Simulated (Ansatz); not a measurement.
Start from BeTe in the zinc blende structure (space group F-43m, No. 216).

```xyz
2
Lattice="0.0000 2.8285 2.8285 2.8285 0.0000 2.8285 2.8285 2.8285 0.0000" Properties=species:S:1:pos:R:3 pbc="T T T"
Te     4.2427     4.2427     4.2427
Be     0.0000     0.0000     0.0000
```

Cartesian axes are those of the cell as printed.

Level of theory: Kohn–Sham DFT with the r2SCAN functional, run in Ansatz (a program for electronic structure) with PAW and 500 eV plane waves, no spin-orbit coupling.

For the base:

| Property | Value |
|---|---|
| Valley order | X along ⟨100⟩ 2.38 eV; L along ⟨111⟩ 3.51 eV |

One thing is altered: uniaxial stress, 3 GPa tension along x; all other stress components relax to zero.

Task: What does the calculation give for the valley order after the change?

Result: The valley order (the lowest conduction-band minima on the path, energy above the VBM, named in the base's zone) changes from X along ⟨100⟩ 2.38 eV; L along ⟨111⟩ 3.51 eV to X along [001] 2.23 eV; X along [100] 2.55 eV; L along [1-11] 3.30 eV.

Task: What does the calculation give for the energy relative to the base after the change?

Result: The energy goes up by 7.5 meV/atom.

With Te present, leaving out spin-orbit coupling can change the band edges. The levels and masses belong to the bands next to the band gap. Load acts through the strain it causes; cell and atoms are relaxed under it. Stability under load was not tested beyond the relaxation.
